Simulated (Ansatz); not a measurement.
Bond-angle distributions (per cent of the angles at each element, bins of 10°) of a relaxed model of amorphous Si23O48AlH at 2.21 g/cm³. Computed with PBE, scalar-relativistic without spin-orbit coupling (plane waves to 420 eV, PAW; Ansatz, an electronic-structure program).

A CHGNet melt-quench gave the starting glass, which DFT then relaxed. O atoms were pushed apart under 1.9 Å during the dynamics, to hinder bonds among them. The hot cell started wider than the set density and was brought back towards it in steps. It is the lowest in DFT energy of 2 quenches. It is a model cell: composition and starting density were chosen by hand, and all elements were melted together. No dispersion term was used. Its density started from a set value of 2.21 and ended at 2.21 g/cm³. The simulated quench (nominally 530 K/ps over its main leg) is rapid and tends to freeze in more defects than a deposited or slowly cooled glass has. One small periodic cell is one sample of the glass; other quenches scatter about these values. The volume was held where the preparation left it, at a PBE pressure of 0.7 GPa. Stress components on the final sampling reach 2.6 GPa.

Bonds are counted up to Si-Si 2.60 Å, Si-O 1.90 Å, Si-Al 2.55 Å, Si-H 1.70 Å, O-O 1.58 Å, O-Al 2.24 Å, O-H 1.16 Å, Al-Al 2.66 Å, Al-H 1.82 Å, H-H 0.90 Å. Two cations that share two anions don't count as bonded, nor two that share one unless they lie closer than Si-Si 2.38 Å, Si-Al 2.48 Å, Al-Al 2.59 Å.

```csv
angle (°),at Si,at O
50-60,0,0
60-70,0,0
70-80,0,0
80-90,1,2
90-100,1,2
100-110,55,4
110-120,37,8
120-130,4,20
130-140,1,22
140-150,0,18
150-160,0,14
160-170,0,8
170-180,0,2
```

They go with these counts of neighbours within the cut-offs, cation contacts included: Si mean 4.0, most often 4; O mean 2.0, most often 2.
